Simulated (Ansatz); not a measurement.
The parent structure is MoS₂ in the 3R-MoS2 type structure (space group R3m, No. 160; layered, stacked along the Cartesian z axis).

```
CELL_PARAMETERS angstrom
      1.58761     0.91661     6.19494
     -1.58761     0.91661     6.19494
      0.00000    -1.83321     6.19494
ATOMIC_POSITIONS crystal
  Mo 0.00000 0.00000 0.00000
  S  0.75030 0.75030 0.75030
  S  0.58300 0.58300 0.58300
```

Cartesian axes are those of the cell as printed.

Level of theory: r2SCAN+rVV10 in Ansatz (plane waves to 500 eV, PAW, no SOC).

One thing is altered: uniaxial strain ε_yy = +1.26 %, all other strain components held at zero, atoms relaxed at fixed cell.

Question: Predict the stress tensor and what it implies for the stiffness.

Answer: Stress of the strained cell less that of the base (GPa, compression positive):
```
  -0.75    0.00    0.00
   0.00   -2.82    0.05
   0.00    0.05   -0.15
```

Then −Δσ_ii/ε with ε = 0.0126 gives secant stiffness values (nonlinear terms included at this strain): C22 ≈ 224 GPa and C12 ≈ 60 GPa.

Whether these cells are dynamically stable was not tested.

Ansatz is a quantum-chemistry and plane-wave program.
